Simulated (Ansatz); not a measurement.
Migration of N vacancy in wurtzite GaN in several charge states. These are PBE, PAW (plane waves to 420 eV; Ansatz, an electronic-structure program) values and carry that method's errors.

Each figure is the lowest single hop between equivalent sites among the routes that converged and passed our checks, counted from the lowest site run. It need not be the barrier to long-range diffusion, and untried routes may lie lower. Climbing-image NEB, static nuclei, fixed cells, no finite-size correction; on the finer meshes named, energies are single points at the band's geometries. Saddle orders were checked for a part of the study's bands only and are not shown. Vacancies start on their lattice site; split forms were not set up. Charge states are imposed.

| State | Route | Hop (Å) | Cell |
|---|---|---|---|
| charge +1 | a nearby N jumps into the vacancy | 3.20 | 72 sites, 2×2×2 shifted along c |
| charge +3 | a nearby N jumps into the vacancy | 3.21 | 72 sites, 2×2×2 shifted along c |

Question: How does the barrier change with the charge state?

Answer: charge +1: 3.64 eV; charge +3: 2.49 eV. At the saddle the moving atom has neighbours (+1) Ga at 1.86, Ga at 2.16, Ga at 2.25, Ga at 2.29, Ga at 2.41 Å; (+3) Ga at 1.86, 2 Ga at 2.26 Å.
